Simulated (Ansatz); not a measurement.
ZnO: energy against strain

ZnO (wurtzite, P6_3mc, 12.327 Å³/atom at rest, c along z) under an equal strain ε in the (0001) plane with the normal axis free, as in a coherent film. PBE in Ansatz, a plane-wave DFT program (PAW, default set), 420 eV, 12×12×6 Γ-centred mesh, Fermi-Dirac smearing 0.05 eV; ions are relaxed within the symmetry of each cell.

Here s stands for strain and y for E less E0.

| strain (%) | E less E0 (meV/atom) |
|---|---|
| -1.20 | 2.35 |
| -0.60 | 0.59 |
| 0.00 | 0.00 |
| 0.60 | 0.57 |
| 1.20 | 2.30 |
| 3.00 | ? |

Taking a parabola for y over the 5 complete rows: Least squares gives y = -0.001 - 0.0200·s + 1.6151·s². Residuals (row less fit): 0.001, -0.002, 0.001, 0.002, -0.001; standard error 0.002 (degrees of freedom: 2). Twice the quadratic coefficient over the volume, 2 × 1.6151 meV × 10⁴ × 0.1602 / 12.327 Å³, is twice the biaxial elastic modulus of this plane = 420 ± 0.6 GPa.

### Question
Predict the withheld y at s = 3.00 from the fit, and compare with the calculation.

### Answer
y = -0.001 - 0.0200 × 3.0 + 1.6151 × 3.0² = 14.475 meV/atom. The calculation gives 13.86 meV/atom, 0.615 meV/atom below the prediction (4.4 % of the range of y in the table). The row lies outside the fitted rows, so this is an extrapolation. The fitted rows scatter only by rounding.

One order more, fitted to all 11 runs of the series, follows each within 0.03, so the miss is the next term of a smooth law. Rows are the converged runs of the series near zero and its far end; series whose fitted rows scatter by over a few per cent of the range, as at a crossing or softening among them, aren't shown in this form. Most that stay on the fit to the last digits aren't either.
